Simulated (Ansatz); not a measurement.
Defect calculation: Lu_Ga in wurtzite GaN

The numbers are results of PBE, PAW (plane waves to 420 eV; Ansatz, an electronic-structure program), not measurements. Cell: 96 sites, 3×2×2 repeats of a cell of 8 atoms; final energies on a 2×2×2 shifted mesh. Site at the start: the Ga site. Finite-size correction: monopole term and site-potential alignment. Dielectric constants: PBE linear response of the host. Host gap at this level: 1.71 eV. These values are not converged in cell size to better than tenths of an eV. Levels are measured in PBE's own, too narrow, gap. Spin–orbit coupling is left out. Each state is the lowest found from its start.

Charges with a result: +1, 0, −1. Others weren't obtained, and one of them could lie lower, also by skipping a charge.

| charge | moment (μB) | largest move off a lattice site (Å) | image correction with alignment (eV) |
|---|---|---|---|
| +1* | quenched | 0.20 | – |
| 0 | not spin-polarised | 0.20 | 0.00 |
| −1* | quenched | 0.20 | – |

* At this level the carrier isn't localised at the defect: at charge +1 holes occupy the valence band; at charge −1 electrons occupy the conduction band. Such a state is shallow or no state of the defect, and this cell gives it no level.

Starting moments that weren't kept: charge +1 began with 1 μB and ended with 0.0; charge −1 began with 1 μB and ended with 0.0.

Flagged in the runs: a host whose relaxation on this sampling wasn't shown to rest, a strain field that reaches the edge of the cell.
